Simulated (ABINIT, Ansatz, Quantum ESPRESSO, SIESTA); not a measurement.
**Code comparison for La₃Ga (Pm-3m, 4 atoms in the cell)**

Self-consistent single point.

```xyz
4
Lattice="4.9864 0.0000 0.0000 0.0000 4.9864 0.0000 0.0000 0.0000 4.9864" Properties=species:S:1:pos:R:3 pbc="T T T"
La     0.0000     2.4932     2.4932
La     2.4932     0.0000     2.4932
La     2.4932     2.4932     0.0000
Ga     0.0000     0.0000     0.0000
```

Shared settings, as Ansatz (a program for electronic structure) writes them: kpoints.mp_grid.grid = 2 2 2; scf.occupations.method = fermi_dirac; scf.occupations.width = 0.05 eV. Potentials and cutoffs stand in the table.

| code | model | pressure (GPa) | cutoff |
|---|---|---|---|
| Ansatz | PBEsol, PAW files made with PBE | -5.12 | 420 eV |
| ABINIT | PBEsol, PAW (JTH v2.0 PBE PAW, files made for PBE) | -4.97 | 26 Ha |
| Quantum ESPRESSO | PBEsol, GBRV 1.5 ultrasoft (PBESOL) pseudopotentials | -5.05 | 50 Ry |
| SIESTA | GGA PBEsol, numerical atomic orbitals DZP, PseudoDojo PBEsol standard norm-conserving potentials (rewritten from UPF to PSML) | -3.80 | grid 400 Ry |

The spread over the programs that give each value: pressure within 1.32 GPa.

SIESTA uses small atom-centred bases, whose incompleteness enters pressures, forces and empty levels differently from a plane-wave cutoff. Ansatz's pressure is given at a fixed set of plane waves, as the other plane-wave codes print theirs. In the pressure, SIESTA (by 1.25) lies more than 1 GPa from the median of the plane-wave programs.

On the base mesh (7 7 7) the same programs gave: Ansatz pressure -3.44 GPa; Quantum ESPRESSO pressure -3.31 GPa; ABINIT pressure -3.26 GPa; SIESTA pressure -1.71 GPa.

The values differ from the base mesh's, so the mesh still matters here: the table compares the programs at equal settings.

The starting cell comes from a database of computed structures (which also holds hypothetical and non-ambient phases and stackings), without a prior relaxation at this level. Its lattice was rescaled by a random factor within 2.5 % of one.

Left out of this page: CP2K (on another mesh); Elk (not drawn, or without a comparable value); FLEUR (with a known weakness of the program).

Keys are those of Ansatz 0.2.
